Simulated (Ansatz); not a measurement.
Be3N2, pressure series

Consider Be₃N₂ (space group P6_3/mmc, No. 194; a = 2.8371 Å, c = 9.7096 Å; a cell from a computed database, its experimental status unchecked).

Cell and atoms are relaxed at each pressure.

All numbers come from Kohn–Sham DFT with the PBEsol functional, run in Ansatz (a quantum-chemistry and plane-wave program) with PAW and 420 eV plane waves, no SOC.

```csv
change,band gap,shortest interatomic distance,smallest direct gap
base,3.25 eV,1.638 Å,4.65 eV
pressure −2 GPa,3.23 eV,1.643 Å,4.63 eV
pressure −1 GPa,3.24 eV,1.640 Å,4.64 eV
pressure 0.3 GPa,3.25 eV,1.637 Å,4.66 eV
pressure 0.7 GPa,3.25 eV,1.636 Å,4.66 eV
pressure 1.5 GPa,3.26 eV,1.635 Å,4.67 eV
pressure 3 GPa,3.27 eV,1.631 Å,4.69 eV
pressure 5 GPa,3.29 eV,1.627 Å,4.72 eV
pressure 7.5 GPa,3.30 eV,1.622 Å,4.75 eV
pressure 10 GPa,3.32 eV,1.617 Å,4.77 eV
```

Load acts through the strain it causes; cell and atoms are relaxed under it. No phonon test of stability was made. Competing high-pressure phases were not computed.
